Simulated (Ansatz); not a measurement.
Start from ZnSe in the zinc blende structure (space group F-43m, No. 216).

```xyz
2
Lattice="0.0000 2.8330 2.8330 2.8330 0.0000 2.8330 2.8330 2.8330 0.0000" Properties=species:S:1:pos:R:3 pbc="T T T"
Se     4.2496     4.2496     4.2496
Zn     0.0000     0.0000     0.0000
```

Level of theory: r2SCAN in Ansatz (plane waves to 500 eV, PAW, no spin-orbit coupling), earlier PAW set.

Carriers are added at fixed cell with a uniform background; the Fermi–Dirac width is that of 300 K.

One change was made to it. Results:

The Fermi level relative to the doped band's edge (positive inside the band; to 0.05 eV) comes out as +1.25 eV; the gap character is still direct at Γ.

### Question
Which change produced these results?
A. holes 2.0×10^21 cm⁻³
B. electrons 1.0×10^21 cm⁻³
C. electrons 2.0×10^21 cm⁻³
D. holes 1.0×10^22 cm⁻³

### Answer
B, electrons 1.0×10^21 cm⁻³. For comparison, the Fermi level from band edge in the other runs: holes 1.0×10^22 cm⁻³ gives +0.70 eV; holes 2.0×10^21 cm⁻³ gives +0.30 eV; electrons 2.0×10^21 cm⁻³ gives +1.45 eV.

Charged cell with a jellium background: band edges are those of the host's band count, energies are not comparable with the neutral cell, and many-body gap narrowing is missing. Whether these cells are dynamically stable was not tested.

Ansatz is a first-principles code.
